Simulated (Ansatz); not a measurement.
CsCl-type RuAl was calculated with r²SCAN in Ansatz (PAW).

Numerical settings: plane-wave cutoff 600 eV, 16×16×16 k mesh, Fermi–Dirac smearing 0.1 eV, finite displacements, no spin polarisation, scalar-relativistic PAW data made under PBE.

Computed at the level's own relaxed cell.

```cif
data_AlRu
_chemical_formula_sum 'Al1 Ru1'
_space_group_name_H-M_alt 'Pm-3m'
_space_group_IT_number 221
_space_group_name_Hall '-P 4 2 3'
_cell_length_a 2.98226
_cell_length_b 2.98226
_cell_length_c 2.98226
_cell_angle_alpha 90.000
_cell_angle_beta 90.000
_cell_angle_gamma 90.000
loop_
_atom_site_label
_atom_site_type_symbol
_atom_site_symmetry_multiplicity
_atom_site_Wyckoff_symbol
_atom_site_fract_x
_atom_site_fract_y
_atom_site_fract_z
_atom_site_occupancy
Al1 Al 1 b 0.50000 0.50000 0.50000 1
Ru1 Ru 1 a 0.00000 0.00000 0.00000 1
```

Harmonic phonon frequencies (cm⁻¹; i marks an imaginary mode):

```
q point              frequencies
-------  -----------------------
Γ                            [?]
X        164 164 218 296 296 335
M                            [?]
R                            [?]
```

**Question.** What belongs in the gaps?

**Answer.** 
- Γ, frequencies: 0 0 0 323 323 323
- M, frequencies: 112 112 193 285 359 359
- R, frequencies: 191 191 191 343 343 343

No imaginary mode appears at these points.

Ansatz is a program for electronic structure.
